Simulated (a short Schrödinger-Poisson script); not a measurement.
System: MOS inversion layer, HfO2 on p-type Si(100), at 300 K.

From the gate side: 11.1 nm HfO2; 1200 nm Si, acceptors 1.3e17 cm⁻³.

The device is made up for the run: typed textbook-type constants, with dimensions and the other settings drawn at random. HfO2: permittivity 22, conduction-band edge (eV) 1.55, gap (eV) 5.7, electron mass (mₑ) 0.2. Si: permittivity 11.7, conduction-band edge (eV) 0, gap (eV) 1.124, Nv at 300 K (cm⁻³) 3.1e19.

Channel valleys (confinement mass, in-plane density-of-states mass, number): Δ2 0.916, 0.19, 2; Δ4 0.19, 0.417, 4. At the gate the conduction-band edge of layer 1 lies 1.94 eV − eVg above the Fermi level of the channel; the field vanishes at the back. Gaps are held at their typed values at every temperature. Mesh 0.03 nm at interfaces.

Solved with a short Schrödinger-Poisson script written for these runs: 1D Poisson equation in equilibrium, electrons quantum, Hartree (BenDaniel-Duke, 12 states a valley, the channel's in-plane mass for all, wave functions ending at the dielectric), parabolic valleys, classical holes, full ionisation, no traps, pinning or gate leakage.

| Vg (V) | electrons (cm⁻²) | C (μF/cm²) | Δ2 E0 (meV from the Fermi level) | Δ4 E0 (meV from the Fermi level) |
|---|---|---|---|---|
| 0.4 | 2.13e10 | 0.207 | 158.2 | 196.5 |
| 0.5 | 2.60e11 | 0.743 | 91.4 | 132.8 |
| 0.6 | 8.25e11 | 1.07 | 58.3 | 104.6 |
| 0.7 | 1.53e12 | 1.21 | 38.9 | 90.4 |
| 0.8 | 2.31e12 | 1.28 | 25.1 | 81.5 |
| 0.9 | 3.12e12 | 1.33 | 14.2 | 75.2 |
| 1 | 3.96e12 | 1.36 | 5.0 | 70.4 |
| 1.1 | 4.81e12 | 1.38 | -3.0 | 66.5 |
| 1.2 | 5.68e12 | 1.40 | -10.3 | 63.2 |
| 1.3 | 6.56e12 | 1.42 | -17.0 | 60.4 |
| 1.4 | 7.44e12 | 1.43 | -23.3 | 57.8 |
| 1.5 | 8.34e12 | 1.44 | -29.2 | 55.5 |
| 1.6 | 9.24e12 | 1.45 | -34.9 | 53.4 |
| 1.7 | 1.01e13 | 1.46 | -40.3 | 51.4 |
| 1.8 | 1.11e13 | 1.46 | -45.6 | 49.5 |
| 1.9 | 1.20e13 | 1.47 | -50.8 | 47.7 |
| 2 | 1.29e13 | 1.47 | -55.8 | 46.0 |

Gate voltages with under 1e9 electrons/cm² are left out.

Question: At Vg = 2 V the lowest Δ2 subband lies at -55.8 meV from the Fermi level. How many electrons does it hold, and what share of all?

Answer: The two-dimensional density of states is g m/(πħ²) = 1.59e11 cm⁻² meV⁻¹ (both spins), kT = 25.9 meV, so n = D kT ln(1 + exp(−E/kT)) = 9.31e12 cm⁻², 0.72 of the 1.29e13 cm⁻² in all.

Question: Compare the slope of the sheet density between 1.8 and 2 V with the geometric capacitance of the layers between gate and channel.

Answer: q Δn/ΔV = 1.44 μF/cm²; ε0/Σ(t/ε) = 1.75 μF/cm². The ratio is 0.82: the channel acts as a further capacitance in series.
